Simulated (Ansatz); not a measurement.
## Hypothetical fluorite ZrSe2: response to strain

Base system: ZrSe₂ in the fluorite structure (space group Fm-3m, No. 225; a = 6.596 Å; a hypothetical phase, not in the database extracts checked; relaxed with 0.1 eV smearing). Axes: x, y, z lie along the cube axes.

Strains are applied to the cell and any free atomic positions relax; under biaxial strain the out-of-plane vector relaxes too.

Levels (all Ansatz, a program for electronic structure, PAW): PBE (420 eV, scalar-relativistic without spin-orbit coupling); PBEsol (420 eV, no spin-orbit coupling).

The base cell above is that of PBE; each level relaxes its own structures.

Notes on the quantities. pressure: mean of the normal stresses, compression positive.

| case | pressure, PBE | pressure, PBEsol |
|---|---|---|
| biaxial strain −0.78 %, plane normal [001], relaxed out of plane | 0.9 GPa | 0.9 GPa |
| biaxial strain −0.55 %, plane normal [110], relaxed out of plane | 0.2 GPa | 0.2 GPa |
| biaxial strain +4.70 %, plane normal [110], relaxed out of plane | -1.1 GPa | (withheld) |
| isotropic strain −1.75 % | 5.0 GPa | (withheld) |
| isotropic strain +1.14 % | -2.7 GPa | (withheld) |
| uniaxial strain ε_yy = +1.51 % | -1.2 GPa | (withheld) |
| uniaxial strain ε_yy = +4.71 % | -3.5 GPa | -3.9 GPa |
| uniaxial strain ε_zz = +2.63 % | -2.1 GPa | -2.3 GPa |
| strain tensor (xx, yy, zz, yz, xz, xy) = (−0.50, +0.97, +0.43, +0.50, +0.12, +0.02) % | -0.7 GPa | -0.8 GPa |
| strain tensor (xx, yy, zz, yz, xz, xy) = (+0.44, +0.33, +0.48, +0.77, +0.58, −1.23) % | -1.0 GPa | (withheld) |

Question: Some entries are withheld; estimate them.

Answer: 
- biaxial strain +4.70 %, plane normal [110], relaxed out of plane, pressure, PBEsol: -0.4 GPa
- isotropic strain −1.75 %, pressure, PBEsol: 5.4 GPa
- isotropic strain +1.14 %, pressure, PBEsol: -2.9 GPa
- uniaxial strain ε_yy = +1.51 %, pressure, PBEsol: -1.3 GPa
- strain tensor (xx, yy, zz, yz, xz, xy) = (+0.44, +0.33, +0.48, +0.77, +0.58, −1.23) %, pressure, PBEsol: -1.2 GPa

The two levels differ by at most about 0.7 GPa. They disagree on the order of strain tensor (xx, yy, zz, yz, xz, xy) = (+0.44, +0.33, +0.48, +0.77, +0.58, −1.23) % and biaxial strain +4.70 %, plane normal [110], relaxed out of plane.

A biaxial case was relaxed in a doubled cell and then solved in the primitive one. Stability against distortions was not tested. All final runs are without spin polarisation.
